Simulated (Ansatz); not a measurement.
CoO (within 0.1 Å of F-43m, No. 216, 4 atoms in the cell; start mp-22408; a measured phase of this formula has another space group)

Calculation: r²SCAN+rVV10 (Ansatz, an electronic-structure program, plane waves, PAW).

Settings: plane-wave cutoff 560 eV, 20×20×20 k mesh, Fermi–Dirac smearing 0.05 eV, spin-polarised start, scalar-relativistic PAW data made under PBE.

Cell (relaxed at this level):

```xyz
4
Lattice="1.5979 0.9225 5.1235 -1.5979 0.9225 5.1235 0.0000 -1.8451 5.1235" Properties=species:S:1:pos:R:3 pbc="T T T"
Co     0.0000     0.0000    15.3616
Co     0.0000     0.0000     7.6764
O      0.0000     0.0000     5.7728
O      0.0000     0.0000    13.4580
```

For CoO (within 0.1 Å of F-43m, No. 216, 4 atoms in the cell; start mp-22408; a measured phase of this formula has another space group), the band gap comes out as 0.58 eV (indirect) and the smallest direct gap on the k points sampled comes out as 0.86 eV.

Note: the magnetic order was assumed, not searched for or taken from measurement.

Static lattice: no zero-point or thermal effects.

The result took roughly 15 core-minutes.

A start named mp-… is a Materials Project structure, which need not be a measured phase.
